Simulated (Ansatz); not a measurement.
For BeSe (model structure, started from the MnP type, Pnma, No. 62, 8 atoms in the cell), PBEsol (plane waves, PAW; Ansatz, a first-principles code) gives:

| Property | Result |
|---|---|
| equilibrium volume per atom | 17.88 Å³/atom |
| formation enthalpy | -0.686 eV/atom |

Q: What does PBE-D3(BJ) in Ansatz (PAW) give for the same quantities?

A: 
- equilibrium volume per atom: 17.38 Å³/atom (falls by 2.8 %)
- formation enthalpy: -0.638 eV/atom (moves by +0.048 eV/atom)

Changes are worked out from the printed values.

Unless a cell is named, each level is at its own relaxed cell (PBEsol 17.88, PBE-D3(BJ) 17.38 Å³/atom).

Ansatz's density-functional and Hartree–Fock values are scalar-relativistic unless marked +SOC, with PAW data made under PBE.

A model structure was made by putting elements into a prototype or built by hand; it is no filed structure, need not be a known phase, and can be a saddle point held by its symmetry.
